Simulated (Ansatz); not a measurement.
# Rh on the Mo site (bcc Mo host)

These are PBE, PAW (plane waves to 420 eV; Ansatz, an electronic-structure program) values and carry that method's errors. Cell and caveats: 54-site cell; 4×4×4 shifted k-points; start: the Mo site; finite-size errors of tenths of an eV; the relaxation kept the symmetry of the starting site.

Neighbours after relaxation, in Å: of the Rh atom: Mo 2.77, Mo 2.77, Mo 2.77, Mo 2.77, Mo 2.77, Mo 2.77, Mo 2.77, Mo 2.77 (the shell may go on).

Formation energies E_f are those of the neutral cell. Chemical conditions: host crystal and elements as references (Δμ(Mo) = 0.00 eV, Δμ(Rh) = 0.00 eV; Rh taken from its element, since no compound that bounds it was computed at this level; only phases computed here count, gases as isolated molecules at 0 K). Reference phases: Mo: bcc Mo, Rh: fcc Rh.

```csv
charge,moment (μB),point group,largest move off a lattice site (Å),"E_f, host crystal and elements as references (eV)"
0,not spin-polarised,Oh,0.03,0.45
```

Point groups are those of the whole cell at tolerances of 0.03 and 0.1 Å ("near" where only the looser one holds); none is given for unsettled states.

All states together cost around 9 core-minutes (rough).
